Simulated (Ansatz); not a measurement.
Base system: MoSi2 (space group I4/mmm, No. 139; a = 3.217 Å, c = 7.875 Å; relaxed with 0.1 eV smearing). Axes: x, y, z lie along a, b, c of the conventional cell.

Method: PBE/PAW in Ansatz (a first-principles code), no spin-orbit coupling.

Base values:

- Pressure = 0.0 GPa
- Shortest interatomic distance = 2.597 Å

It is then changed as follows: the cell is stretched by 2.50 % along z with no lateral relaxation; the atoms relax in the strained cell.

Estimate the effect on the pressure, energy relative to the base and shortest interatomic distance.

The pressure (mean of the normal stresses, compression positive) goes from zero to -5.0 GPa; the energy goes up by 12 meV/atom; the shortest interatomic distance goes up by 0.0352 Å (2.597 Å → 2.633 Å).

Whether these cells are dynamically stable was not tested. The final runs are not spin-polarised.
